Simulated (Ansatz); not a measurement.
The parent structure is BAs (space group P4_2/mnm, No. 136; a hypothetical phase, not in the database extracts checked).

```
CELL_PARAMETERS angstrom
      5.83723     0.00000     0.00000
      0.00000     5.83723     0.00000
      0.00000     0.00000     3.36175
ATOMIC_POSITIONS crystal
  B  0.32271 0.67729 0.00000
  B  0.67729 0.32271 0.00000
  B  0.82271 0.82271 0.50000
  B  0.17729 0.17729 0.50000
  As 0.31841 0.31841 0.00000
  As 0.68159 0.68159 0.00000
  As 0.18159 0.81841 0.50000
  As 0.81841 0.18159 0.50000
```

Levels (all Ansatz, a quantum-chemistry and plane-wave program, PAW): PBEsol (420 eV, spin-orbit coupling left out); HSE06 (420 eV, spin-orbit coupling left out).

The geometry is relaxed with PBEsol.

* **PBEsol band gap**: 0.61 eV

Q: What does HSE06 give at this geometry for the band gap?

A: The band gap increases by 0.695 eV, from 0.61 eV to 1.30 eV.

Single points use the geometry relaxed with PBEsol. HSE06 gaps are upper bounds (no full band path). Whether these cells are dynamically stable was not tested.
